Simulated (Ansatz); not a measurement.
CuGaSe2: transverse stress against strain

CuGaSe2 (chalcopyrite, I-42d, 20.787 Å³/atom and stress up to 0.01 GPa in the relaxed cell, c along z) under a strain ε along c (axis z), the other axes held. LDA in Ansatz, a plane-wave DFT program (PAW, default set), 420 eV, 9×9×9 Γ-centred mesh, Fermi-Dirac smearing 0.05 eV; ions are relaxed, or left where forces stay under 0.02 eV/Å, within the symmetry of each cell. Stress is positive for a compressed cell.

Here s stands for strain and y for stress xx.

| strain (%) | stress xx (GPa) |
|---|---|
| -1.50 | 1.01 |
| -0.75 | 0.49 |
| 0.00 | 0.00 |
| 0.75 | -0.47 |
| 1.50 | -0.91 |
| 3.00 | ? |

Taking a straight line for y over the 5 complete rows: Means: s 0, y 0.024. About the means, the sum of products is -3.6000 and the sum of squares of s is 5.6250; the slope is their ratio. Least squares gives y = 0.024 - 0.6400·s. Residuals (row less fit): 0.026, -0.014, -0.024, -0.014, 0.026; standard error 0.028 (degrees of freedom: 3). The slope gives the elastic constant C13 = 64 ± 1 GPa (± standard error of the fit, which holds the terms cut off).

Task: What does the fit predict for y at s = 3.00, and how far is the calculated value from it?

Result: y = 0.024 - 0.6400 × 3.00 = -1.896 GPa. The calculation gives -1.72 GPa, 0.176 GPa above the prediction (6.4 % of the range of y in the table). The row lies outside the fitted rows, so this is an extrapolation. From the scatter of the fitted rows alone, a prediction at this place has a standard error of 0.047 GPa, so the miss is 3.7 times that.

A polynomial of degree 2 through the 8 other runs of the series gives -1.71 there, so most of the miss is curvature that the fit leaves out. Rows are the converged runs of the series near zero and its far end; series whose fitted rows scatter by over a few per cent of the range, as at a crossing or softening among them, aren't shown in this form, nor equations of state whose B0' disagrees with the runs' pressures. Most that stay on the fit to the last digits aren't either.
